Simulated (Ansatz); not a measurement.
The reference is SiC (space group P6_3mc, No. 186; a = 3.094 Å, c = 10.129 Å). Axes: x lies along a and z along c of the hexagonal cell.

Level of theory: plane-wave PAW DFT at the PBE level (Ansatz, a quantum-chemistry and plane-wave program, 420 eV), spin-orbit coupling left out.

Now apply this change: uniaxial strain ε_zz = −0.75 %, all other strain components held at zero; the atoms relax in the strained cell.

**Question.** Predict the stress tensor and what it implies for the stiffness.

**Answer.** Stress of the strained cell less that of the base (GPa, compression positive):
```
   0.41    0.00    0.00
   0.00    0.41    0.00
   0.00    0.00    4.05
```

Then −Δσ_ii/ε with ε = -0.0075 gives relaxed-ion elastic constants: C33 ≈ 540 GPa, C13 ≈ 54 GPa and C23 ≈ 54 GPa.

Stability against distortions was not tested.
